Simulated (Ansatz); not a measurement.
ZnO under a change: Li interstitial (started 2.09 Å from the nearest host atom), symmetric start

The reference is a 16-atom supercell of ZnO in the wurtzite structure (space group P6_3mc, No. 186; a = 3.2796 Å, c = 5.2933 Å) at its relaxed geometry.

Now apply this change: one Li atom is added in an open site, starting 2.09 Å from the nearest host atom, atoms relaxed at fixed cell.

All numbers come from Ansatz (a first-principles code) PBE, no SOC. k-mesh 6×6×6 (Γ-centred); smearing 0.01 eV (Fermi–Dirac).

```yaml
largest_displacement_of_a_host_atom_from_its_site_in_the_perfect_cell: 0.22 Å
final_site_of_the_added_atom: 3 O at 1.93 Å (trigonal pyramidal)
```

Final structure:

```
LiZn8O8
1.0
    6.55919     0.00000     0.00000
   -3.27960     5.68043     0.00000
    3.27960     5.68043     5.29330
Zn O Li
8 8 1
Direct
  0.34470   0.17190   0.98250
  0.34470   0.69031   0.98250
  0.78917   0.12250   0.04416
  0.86311   0.69031   0.98250
  0.62405   0.80033   0.52338
  0.67712   0.34379   0.48954
  0.15291   0.80033   0.52338
  0.15291   0.32919   0.52338
  0.72437   0.55885   0.61010
  0.72437   0.05542   0.61010
  0.16659   0.49993   0.66674
  0.22095   0.05542   0.61010
  0.04678   0.20559   0.13560
  0.05166   0.71832   0.11501
  0.52321   0.20559   0.13560
  0.52321   0.68203   0.13560
  0.23526   0.23526   0.26474
```

The magnetic state is the one reached from the starting moments; the real material's order can differ, and small cells can't hold many antiferromagnetic ones. In so small a cell the defect repeats every few ångströms: this is an ordered compound, not a dilute defect. The defect started on the symmetric site and kept its symmetry, so it may sit on a saddle. Seeded moments were not kept for Li interstitial (started 2.09 Å from the nearest host atom). The defect cell is spin-polarised and ends with 0.0 μB.
